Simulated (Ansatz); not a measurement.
The starting structures come from a database of crystals and need not be the phases stable at ambient conditions.

By PBEsol, the system below comes out a metal.

A figure of merit of an interconnect metal is its ballistic conductance per area.

```yaml
crystal:
  lattice:
    - [3.30133, 0.00000, 0.00000]
    - [0.00000, 4.66879, 0.00000]
    - [0.00000, 2.33439, 2.33439]
  atoms:
    - { symbol: Li, position: [0.50000, 0.50000, 0.00000] }
    - { symbol: Hg, position: [0.00000, 0.00000, 0.00000] }
```

The cell is taken as given; by PBEsol it stands under a pressure of -1.4 GPa.

The current flows along the normal of the first two printed cell vectors, the (110) plane of the conventional cell. No spin-orbit coupling; the value is a mean over 0.1 eV about the Fermi level.

**Question.** Give the ballistic conductance per area that PBEsol (Ansatz, an electronic-structure program) yields.

**Answer.** 0.82 × 10¹⁵ S/m² for both spins.
